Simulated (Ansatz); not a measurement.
Base system: Sb in the fcc (Cu type) structure (space group Fm-3m, No. 225; a = 4.714 Å; relaxed with 0.1 eV smearing). Axes: x, y, z lie along the cube axes.

Method: Kohn–Sham DFT with the PBEsol functional, run in Ansatz (a first-principles code) with PAW and 420 eV plane waves, no spin-orbit coupling.

For the base:

| Item | Result |
|---|---|
| Shortest interatomic distance | 3.334 Å |

One thing is altered: a pure shear with ε_xz = ε_zx = 0.0060; the atoms relax in the strained cell.

Q: What does the calculation give for the shortest interatomic distance, stress and energy relative to the base after the change?

A: The shortest interatomic distance shrinks by 0.020 Å, from 3.334 Å to 3.314 Å; the stress (xx, yy, zz, yz, xz, xy; compression positive) is (0.0, 0.0, 0.0, 0.0, -0.1, 0.0) GPa; the energy stays essentially unchanged.

Stability against distortions was not tested. This is not the structure that Sb has at room temperature and ambient pressure.
